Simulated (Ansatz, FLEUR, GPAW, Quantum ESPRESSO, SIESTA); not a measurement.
**One structure in several programs: YMg₆Al (Amm2, 8 atoms in the cell)**

Self-consistent single point.

```xyz
8
Lattice="5.0179 0.0000 0.0000 0.0000 3.2918 5.6613 0.0000 -3.2918 5.6613" Properties=species:S:1:pos:R:3 pbc="T T T"
Y      0.0000     0.0000     7.6315
Mg     2.5090    -1.6965     6.5739
Mg     2.5090     1.6965     6.5739
Mg     2.5090     0.0000     3.7653
Mg     0.0000    -1.6908     4.7375
Mg     0.0000     1.6908     4.7375
Mg     0.0000     0.0000     1.8626
Al     2.5090     0.0000     9.4081
```

Shared settings, as Ansatz (an electronic-structure program) writes them: kpoints.mp_grid.grid = 4 3 3; scf.occupations.method = gaussian; scf.occupations.width = 0.1 eV. Potentials and cutoffs stand in the table.

```
code                                                                                                                                 model  pressure (GPa)  largest force (eV/Å)           cutoff
----------------  ------------------------------------------------------------------------------------------------------------------------  --------------  --------------------  ---------------
FLEUR                                                         LDA (Perdew-Zunger), all-electron FLAPW (FLEUR), scalar-relativistic valence               –                 0.053  Kmax 3.8 1/bohr
SIESTA            LDA PW92, numerical atomic orbitals DZP, PseudoDojo LDA standard norm-conserving potentials (rewritten from UPF to PSML)           -0.29                 0.096      grid 350 Ry
Quantum ESPRESSO                                                                       LDA (PZ), GBRV 1.5 ultrasoft (LDA) pseudopotentials           -2.38                 0.052            40 Ry
Ansatz                                                                                                 LDA (PW92), PAW files made with PBE           -2.35                 0.052          default
GPAW                                                                         LDA (Perdew-Wang 92), GPAW PAW datasets LDA (gpaw-data 1.0.1)           -2.35                 0.051           800 eV
```

Size of the force on each atom (eV/Å): Sizes of forces hide their directions.

```tsv
code	Y1	Mg2	Mg3	Mg4	Mg5	Mg6	Mg7	Al8
FLEUR	0.016	0.038	0.038	0.004	0.025	0.025	0.053	0.013
SIESTA	0.029	0.092	0.092	0.040	0.026	0.026	0.096	0.069
Quantum ESPRESSO	0.019	0.037	0.037	0.005	0.026	0.026	0.052	0.009
Ansatz	0.017	0.037	0.037	0.005	0.026	0.026	0.052	0.010
GPAW	0.013	0.037	0.037	0.004	0.025	0.025	0.051	0.010
```

A dash marks a value that a program does not give, or that is left out as unsure.

The spread over the programs that give each value: pressure within 2.09 GPa; largest force within 0.045 eV/Å.

SIESTA uses small atom-centred bases, whose incompleteness enters pressures, forces and empty levels differently from a plane-wave cutoff. FLEUR treats all electrons, but the usual bases taken here (sphere radii, linearisation, local orbitals, empty states) were not tested for convergence, so the values are no reference for the others. Ansatz's pressure is given at a fixed set of plane waves, as the other plane-wave codes print theirs. The same LDA comes in different parametrisations, which differ slightly. In the pressure, SIESTA (by 2.07) lies more than 1 GPa from the median of the plane-wave programs. In the force vectors, SIESTA (by 0.090) lies more than 0.08 eV/Å from the median of the plane-wave programs.

The starting cell comes from a database of computed structures (which also holds hypothetical and non-ambient phases and stackings), without a prior relaxation at this level.

Left out of this page: CP2K (unsound by tests on forces, stress, charge or solver warnings).

Keys are those of Ansatz 0.2.
